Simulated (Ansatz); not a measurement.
The starting structures come from a database of crystals and need not be the phases stable at ambient conditions.

 Where the default PAW files enter, the runs use the earlier of Ansatz's two default sets.

The decay constant κ of evanescent states in the gap governs leakage through a thin film.

Input:

```xyz
4
Lattice="4.5103 0.0000 0.0000 -2.2551 3.9060 0.0000 2.2551 1.3020 7.7802" Properties=species:S:1:pos:R:3 pbc="T T T"
Tl     0.0000     2.6040     3.8901
Bi     0.0000     0.0000     0.0000
Te     2.2551     1.3020     1.7721
Te     2.2551     3.9060     6.0081
```

Space group of this cell: R-3m. The cell was relaxed by PBE-D3(BJ); by PBEsol its mean pressure is -0.5 GPa.

Transport runs along the normal of the first two printed cell vectors, the (001) plane of the conventional cell.

No gap correction and no spin-orbit coupling; mid-gap values are interpolated between computed energies.

Problem. Estimate the band gap and the smallest decay constant κ at mid-gap that PBEsol (Ansatz, a program for electronic structure) returns for this system.

Solution. Gap 0.27 eV on a 8×8×8 mesh; κ = 0.044 1/Å, at the zone centre.
